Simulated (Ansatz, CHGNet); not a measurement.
**L1₂ (Cu3Au-type) Cu3Au: properties by level of theory**

Reference values: lattice constant a 3.75 Å (measured, temperature not stated, not corrected to a static lattice; as tabulated in Nepal et al. (2019), arXiv:1905.09348); formation enthalpy -0.074 eV/atom (measured, 320 K, not corrected to a static lattice; as tabulated in Nepal et al. (2019), arXiv:1905.09348).

```json
[
 {"level (code)": "CHGNet 0.3.0", "lattice constant a (Å)": "3.772", "enthalpy of formation (eV/atom)": "-0.037"},
 {"level (code)": "LDA (Ansatz)", "lattice constant a (Å)": "3.671", "enthalpy of formation (eV/atom)": "-0.041"},
 {"level (code)": "PBEsol (Ansatz)", "lattice constant a (Å)": "3.713", "enthalpy of formation (eV/atom)": "-0.043"},
 {"level (code)": "RPBE (Ansatz)", "lattice constant a (Å)": "3.822", "enthalpy of formation (eV/atom)": "-0.043"},
 {"level (code)": "PBE-D3(BJ) (Ansatz)", "lattice constant a (Å)": "3.719", "enthalpy of formation (eV/atom)": "-0.031"},
 {"level (code)": "rVV10 (Ansatz)", "lattice constant a (Å)": "3.806", "enthalpy of formation (eV/atom)": "-0.022"}
]
```

Differences from the reference values (errors of the level alone only where the reference is corrected to a static lattice):

| level | lattice constant a (%) | formation enthalpy (eV/atom) |
|---|---|---|
| CHGNet 0.3.0 | +0.59 | +0.037 |
| LDA | -2.11 | +0.033 |
| PBEsol | -0.99 | +0.031 |
| RPBE | +1.92 | +0.031 |
| PBE-D3(BJ) | -0.83 | +0.043 |
| rVV10 | +1.49 | +0.052 |

Nearest: lattice constant a, not ranked (reference at room or unstated temperature); formation enthalpy, not told apart by this reference.

Machine-learned potentials (CHGNet 0.3.0) are trained on DFT data: a solid inside that data is no test of them.

Ansatz's density-functional and Hartree–Fock values are scalar-relativistic unless marked +SOC, with PAW data made under PBE.

Differences are worked out from the printed values.

Computed values are for the static lattice.

Ansatz is a first-principles code.
